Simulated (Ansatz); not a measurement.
# A computed series for hypothetical CsCl type TiAs: pressure series

Base system: TiAs in the CsCl type structure (space group Pm-3m, No. 221; a = 3.194 Å; a hypothetical phase, not in the database extracts checked).

Cell and atoms are relaxed at each pressure.

Computed with PBE (Ansatz, a program for electronic structure, PAW, no spin-orbit coupling).

```csv
P (GPa),V (Å³/atom)
-2.01,16.586
-1.01,16.440
1.80,16.064
4.20,15.775
9.00,15.269
18.00,14.499
30.00,13.707
45.01,12.942
59.99,12.338
```

Problem. Fit a third-order Birch–Murnaghan equation of state.

Solution. Least squares on P(V) = (3B₀/2)[(V₀/V)^(7/3) − (V₀/V)^(5/3)]·[1 + (3/4)(B₀′ − 4)((V₀/V)^(2/3) − 1)] gives V₀ = 16.30 Å³/atom, B₀ = 121 GPa and B₀′ = 4.1.

Load acts through the strain it causes; cell and atoms are relaxed under it. Stability against distortions was not tested. No other phases were tried under pressure. All final runs are without spin polarisation. An odd electron count without spin: TiAs. TiAs has a high density of states at the Fermi level and may be magnetic at this level.
